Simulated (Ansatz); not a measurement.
Base system: CsBH4 (space group F-43m, No. 216; a = 7.225 Å; a cell from a computed database, its experimental status unchecked). Axes: x, y, z lie along the cube axes.

All numbers come from plane-wave PAW DFT at the PBEsol level (Ansatz, a program for electronic structure, 420 eV), no SOC.

Now apply this change: the cell is scaled by 0.9872 in all directions, atoms relaxed at fixed cell.

Predict the stress tensor and what it implies for the stiffness.

Stress of the strained cell less that of the base (GPa, compression positive):
```
   0.53    0.00    0.00
   0.00    0.53    0.00
   0.00    0.00    0.53
```

Then B = −ΔP/(ΔV/V₀) with ΔV/V₀ = -0.0379 gives secant stiffness values (nonlinear terms included at this strain): B ≈ 14 GPa.

Whether these cells are dynamically stable was not tested.
